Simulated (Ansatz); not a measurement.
We consider 1T (CdI2-type) PtTe2, described by PBE+SOC (Ansatz, a quantum-chemistry and plane-wave program, PAW).

Settings: plane-wave cutoff 520 eV, 18×18×12 k mesh (along the axes of the cell as run), Fermi–Dirac smearing 0.05 eV, PAW data made under PBE.

Equation-of-state points:

| V (Å³/atom) | E − E_lowest (meV/atom) |
|---|---|
| 25.104 | 5.07 |
| 25.627 | 1.16 |
| 26.150 | 0.00 |
| 26.673 | 0.85 |
| 27.196 | 3.05 |

Q: Estimate the bulk modulus and its pressure derivative from these points.

A: V0 = 26.161 Å³/atom, B0 = 30.3 GPa, B′ = 16.6 (fit to the energies at full precision).

Shape and atoms are relaxed at each volume.

Note: for a layered or molecular solid the relaxed cell lies over 5 % above the published volume, where the minimum can be shallow; the cell comes from a level without a dispersion term, which matters for the spacing of layers, chains or molecules; the bulk modulus comes from volumes at which shape and atoms were relaxed.

Static lattice: no zero-point or thermal effects.
